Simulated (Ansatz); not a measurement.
## RbCl: response to strain

Consider RbCl in the CsCl type structure (space group Pm-3m, No. 221; a model cell).

```
RbCl
1.0
    3.88689     0.00000     0.00000
    0.00000     3.88689     0.00000
    0.00000     0.00000     3.88689
Rb Cl
1 1
Direct
  0.00000   0.00000   0.00000
  0.50000   0.50000   0.50000
```

Cartesian axes are those of the cell as printed.

Strains are applied to the cell and any free atomic positions relax; under biaxial strain the out-of-plane vector relaxes too; under stress the whole cell relaxes.

The values are results of Ansatz (a first-principles code), PBEsol, PAW, cutoff 420 eV, no SOC, not measurements.

Candidates:
(a) uniaxial strain ε_zz = +0.27 %
(b) biaxial strain −0.13 %, plane normal [001], relaxed out of plane
(c) uniaxial stress, 8 GPa compression along x
(d) uniaxial strain ε_zz = −5.77 %

Base values:

| Property | Result |
|---|---|
| Band gap | 4.94 eV |

**Question.** Order them by band gap, highest first.

**Answer.** (d) uniaxial strain ε_zz = −5.77 % (4.98 eV), (b) biaxial strain −0.13 %, plane normal [001], relaxed out of plane (4.95 eV), (a) uniaxial strain ε_zz = +0.27 % (4.92 eV), (c) uniaxial stress, 8 GPa compression along x (4.41 eV)

Beyond what the load breaks, stability against distortions was not tested. This is not the structure that RbCl has at room temperature and ambient pressure.
